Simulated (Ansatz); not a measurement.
Thickness series in MoS2

Base system: MoS₂ in the 3R-MoS2 type structure (space group R3m, No. 160; a = 3.175 Å, c = 18.586 Å (hexagonal axes); layered, stacked along the Cartesian z axis).

Free-standing slabs (3 atom(s) a layer) normal to the stacking axis with 15 Å of vacuum; in-plane cell relaxed.

The values are results of r2SCAN+rVV10 (Ansatz, a first-principles code; PAW; 500 eV plane waves; without spin-orbit coupling), earlier PAW set, not measurements.

Notes on the quantities. electron mass: in plane.

| case | electron mass | band gap | thickness between the outermost nuclei |
|---|---|---|---|
| base | – | 1.02 eV | – |
| 1 layer | 0.43 mₑ (at K) | 1.77 eV | 3.11 Å |
| 2 layers | 0.44 mₑ (at K) | 1.26 eV | 9.33 Å |
| 3 layers | 0.43 mₑ (at K) | 1.11 eV | 15.53 Å |
| 4 layers | 0.44 mₑ (at K) | 1.03 eV | 21.71 Å |

Effective masses come from finite differences of ±0.01 Å⁻¹. Stability against distortions was not tested.
